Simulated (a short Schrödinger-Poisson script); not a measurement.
Structure: single Ge/Si0.15Ge0.85 quantum well.

```tsv
layer	material	thickness (nm)
1	Si0.15Ge0.85	20
2	Ge	12
3	Si0.15Ge0.85	20
```

The device is made up for the run: typed textbook-type constants, with dimensions and the other settings drawn at random. Ge: direct gap (eV) 0.88, conduction-band edge (eV) 0, electron mass (mₑ) 0.041, heavy-hole mass 0.21, light-hole mass 0.046. Si0.15Ge0.85: direct gap (eV) 1.36, conduction-band edge (eV) 0.4, electron mass (mₑ) 0.053, heavy-hole mass 0.24, light-hole mass 0.06.

The valence-band edge of each layer lies one gap below its conduction-band edge. The electron's potential energy rises along the stack by the applied field. Mesh 0.03 nm at interfaces.

Problem. Estimate e1 and hh1 for infinitely high walls at zero field, and compare with the finite well.

Solution. ħ²π²/(2mL²) gives 63.7 meV for the electron and 12.4 meV for the heavy hole. The finite well gives 38.2 and 7.7 meV, 0.60 and 0.62 of the estimates, as the states reach into the barriers (2 % of e1 lies outside the well).

Solved with a short Schrödinger-Poisson script written for these runs: one-band effective-mass equation with BenDaniel-Duke matching, electrons, heavy and light holes apart, hard walls at the outer ends, one valence edge for both holes (no strain splitting), no charge, excitons, band mixing or non-parabolicity; under a field the levels are quasi-bound states of a box, listed while three quarters of their weight lies within 4 nm of the wells.
